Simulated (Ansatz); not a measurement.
We consider PdCl2 (P2₁/c, No. 14, 6 atoms in the cell; start mp-1018891), described by LDA (PAW; Ansatz, a program for electronic structure).

Settings: plane-wave cutoff 500 eV, 8×10×8 k mesh (along the axes of the cell as run), gaussian smearing 0.02 eV, scalar-relativistic PAW data made under PBE.

Cell (relaxed at this level):

Space group P2₁/c (No. 14); a = 5.3181 Å, b = 4.1169 Å, c = 6.1890 Å, α = 90.00°, β = 111.33°, γ = 90.00°

| atom | site | symmetry | x | y | z |
|---|---|---|---|---|---|
| Pd | 2c | -1 | 0.0000 | 0.0000 | 0.5000 |
| Cl | 4e | 1 | 0.2528 | 0.1739 | 0.2949 |

Q: Estimate the band gap that the calculation returns.

A: 
- band gap = 0.44 eV (on the SCF k mesh)

Note: the relaxation could not lower the start's symmetry, so the cell can be a saddle point above a distorted one.

Spin–orbit coupling is not included.

Static lattice: no zero-point or thermal effects.

A start named mp-… is a Materials Project structure, which need not be a measured phase.
